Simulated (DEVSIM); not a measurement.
Device: abrupt Si n-p junction, at 350 K.

Layer 1 from the left is Si, thickness (μm) 9.10, Nd (cm⁻³) 5.4e16, τn (s) 1e-6, τp (s) 1e-6. Layer 2 from the left is Si, thickness (μm) 50.0, Na (cm⁻³) 8.9e15, τn (s) 1e-6, τp (s) 1e-6.

Left contact: ohmic. Right contact: ohmic. Voltage is applied to the left contact. Recombination: SRH at mid-gap. Mobility is μmin + (μ − μmin)/(1 + (N/Nref)^α).

Constants are typed, rounded textbook-type inputs, not results; the design itself was drawn at random and stands for no fabricated device. Values at 300 K; Nc and Nv go as T^1.5, mobilities as T to minus their exponent, the gap by Varshni's rule with the affinity fixed.

Si: gap (eV) 1.124, affinity (eV) 4.05, permittivity 11.7, Nc (cm⁻³) 2.86e19, Nv (cm⁻³) 3.1e19, μn (cm²/Vs) 1417, μp (cm²/Vs) 470, μn,min 52, μp,min 45, Nref,n 9.7e16, Nref,p 2.2e17, αn 0.68, αp 0.72, T exponent of μn 2.3, T exponent of μp 2.2, Varshni α (eV/K) 0.000473, Varshni β (K) 636.

DEVSIM, 1D drift-diffusion, Boltzmann statistics, complete ionisation; no tunnelling, impact ionisation, image-force lowering or self-heating.

Question: What does the simulation give for the dark forward voltage at 1 A/cm², the largest field in the device at zero bias, the potential step across the device at zero bias, the dark forward voltage at 100 A/cm²?

Answer: dark forward voltage at 1 A/cm² 0.539 V; largest field in the device at zero bias 38000 V/cm; potential step across the device at zero bias 0.662 V; dark forward voltage at 100 A/cm² 0.824 V.
